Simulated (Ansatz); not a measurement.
A zone-centre phonon calculation of SbPt (P6_3/mmc, 4 atoms in the cell) with Ansatz (a quantum-chemistry and plane-wave program).

Computed with LDA (PW92), PAW files made with PBE (plane waves; Ansatz).

```
CELL_PARAMETERS angstrom
      4.10768     0.00000     0.00000
     -2.05384     3.55735     0.00000
      0.00000     0.00000     5.44670
ATOMIC_POSITIONS crystal
  Sb 0.66667 0.33333 0.75000
  Sb 0.33333 0.66667 0.25000
  Pt 0.00000 0.00000 0.50000
  Pt 0.00000 0.00000 0.00000
```

Reference input (self-consistent single point, DFT, LDA (PW92), plane waves, PAW files made with PBE): kpoints.mp_grid.grid = 8 8 5; hamiltonian.xc = lda; hamiltonian.pseudopotentials = {kind: paw} (an earlier, softer set of the program's PAW files); scf.occupations.method = fermi_dirac; scf.occupations.width = 0.0073 Ry. This run's input differs from it in these lines:

```diff
@@ -23,6 +23,4 @@
     width: 0.0073 Ry
-output:
-  forces: true
-  eigenvalues: true
-  stress: true
+phonons:
+  method: dfpt
```

The program printed (abridged):

```
SCF iter   1: F=—  HF=-37167.359586 eV  |F-HF|=—  |Δ(HF+E_count)|=         —  Δρ=7.96e-2  dr2=6.15e0  ethr=3.10e-3  ⟨swp⟩=6.6  Hψ=14830  notcnv=0  defer=1
all-band conjugate gradients solve this SCF's bands
preconditioner: auto → Kerker (q_TF=auto, 2.644 Å⁻¹)
SCF iter   2: F=—  HF=-37166.261620 eV  |F-HF|=—  |Δ(HF+E_count)|=    1.10e0  Δρ=3.73e-2  dr2=1.35e0  ethr=3.10e-3  ⟨swp⟩=2.0  Hψ=5949  notcnv=0  defer=30
   [... lines left out ...]
SCF iter   8: F=—  HF=-37165.981003 eV  |F-HF|=—  |Δ(HF+E_count)|=   3.83e-6  Δρ=7.65e-6  dr2=8.05e-8  ethr=1.45e-9  ⟨swp⟩=2.6  Hψ=6062  notcnv=0  defer=30
SCF iter   9: F=—  HF=-37165.981003 eV  |F-HF|=—  |Δ(HF+E_count)|=   1.74e-8  Δρ=1.73e-6  dr2=2.15e-9  ethr=1.22e-10  ⟨swp⟩=2.1  Hψ=5029  notcnv=0  defer=30
SCF iter  10: F=—  HF=-37165.981003 eV  |F-HF|=—  |Δ(HF+E_count)|=  4.07e-10  Δρ=2.65e-7  dr2=5.97e-11  ethr=3.25e-12  ⟨swp⟩=2.2  Hψ=5595  notcnv=0  defer=30
SCF iter  11: F=-37165.981003 eV  HF=-37165.981003 eV  |F-HF|=0.00e0  |Δ(HF+E_count)|=    0.00e0  Δρ=4.72e-8  dr2=1.58e-12  ethr=1.00e-12  ⟨swp⟩=8.7  Hψ=18009  notcnv=0
SCF 1 converged in 11 iterations: F = -37165.981003 eV  dr2 = 1.58e-12
DFPT response loops at Γ: preconditioner auto → Kerker (q_TF=auto, 2.644 Å⁻¹) (partly filled bands, converged f_vac=0.013) …
Free energy (F): -37165.981003 eV
Internal energy: -37165.910360 eV  (E = F + TS)
E sigma→0 (E₀):  -37165.945681 eV
Entropy (-TS):   -0.070644 eV (-17.661 meV/atom)
Fermi energy:    16.999792 eV
--- Phonons (Γ-DFPT): 4 representative perturbations + reference, on 93 of 320 k-points (Σ response iterations 12) ---
  k mesh reduced under 2 symmetry operations, with k and −k counted as one. Each operation leaves every solved perturbation unchanged …
  ASR residual: 3.922e-4 → 0.000e0 eV/Å²; symmetrization residual: 6.989e-5 eV/Å²
  ASR residual per site (eV/Å²): 1.10e-5 1.10e-5 3.92e-4 3.92e-4
  Γ frequencies (cm⁻¹): 0.00 0.00 0.00 60.02 60.02 112.50 142.13 142.13 144.82 156.20 156.20 190.85
  non-analytic LO–TO correction: not included (Born effective charges unavailable; polar crystals: no LO–TO splitting at Γ)
```

The run converged in 11 iterations. 

Summary of the result:
- Free energy E − TS (on the zero of these files) = -37165.9810 eV
- Fermi level (on the code's own zero) = 17.00 eV
- Zone-centre frequencies (cm⁻¹; negative means imaginary) = 0, 0, 0, 60, 60, 112, 142, 142, 145, 156, 156, 191

The starting cell comes from a database of computed structures (which also holds hypothetical and non-ambient phases and stackings), without a prior relaxation at this level. Its lattice was rescaled by a random factor within 2.5 % of one. Spin polarisation is off.

Cost on one core of a shared machine: roughly 3 min.

Keys are those of Ansatz 0.2.
